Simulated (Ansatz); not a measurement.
Er on the B site + N vacancy (zinc-blende BN host)

The numbers are results of PBE, PAW (plane waves to 420 eV; Ansatz, an electronic-structure program), not measurements. The supercell holds 64 host sites (2×2×2 repeats of a cell of 8 atoms), with a 2×2×2 shifted k-point sampling for the final energies. Sites at the start: the B site; N 1.57 Å away. Finite-size correction: monopole term and site-potential alignment. Dielectric constants: PBE linear response of the host. Host gap at this level: 4.46 eV. These values are not converged in cell size to better than tenths of an eV. Levels are measured in PBE's own, too narrow, gap. Spin–orbit coupling is left out, and no Hubbard U is applied to the open shells. Each state is the lowest found from its start.

In at least one state atoms left their starting sites on relaxation (a large move, or an atom on the emptied site), so the name describes the start.

The name describes the start; the neighbours show where the atoms ended.

Charges with a result: +2, +1, 0, −1. Others weren't obtained, and one of them could lie lower, also by skipping a charge.

```
charge  moment (μB)  largest move off a lattice site (Å)  neighbours of the last Er atom of the defect at the end (Å)  image correction with alignment (eV)
------  -----------  -----------------------------------  -----------------------------------------------------------  ------------------------------------
+2              2.0                                 0.83               N 2.15, N 2.15, N 2.15, B 2.32, B 2.32, B 2.32                                  2.40
+1†             3.0                                 0.53               N 2.04, N 2.06, N 2.06, B 2.36, B 2.36, B 2.36                                  0.95
0               2.0                                 0.57               N 2.07, N 2.07, N 2.07, B 2.28, B 2.28, B 2.28                                  0.00
−1†             1.0                                 0.61               N 2.10, N 2.10, N 2.10, B 2.23, B 2.23, B 2.23                                 -0.29
```

† Not settled in this cell, so no level is given: charge +1: a large or scattered potential alignment; charge −1: a large or scattered potential alignment.

Starting moments that weren't kept: charge −1 began with 3 μB and ended with 1.0.

Flagged in the runs: a doubtful potential alignment, a strain field that reaches the edge of the cell.

All states together cost around 70 core-minutes (rough).
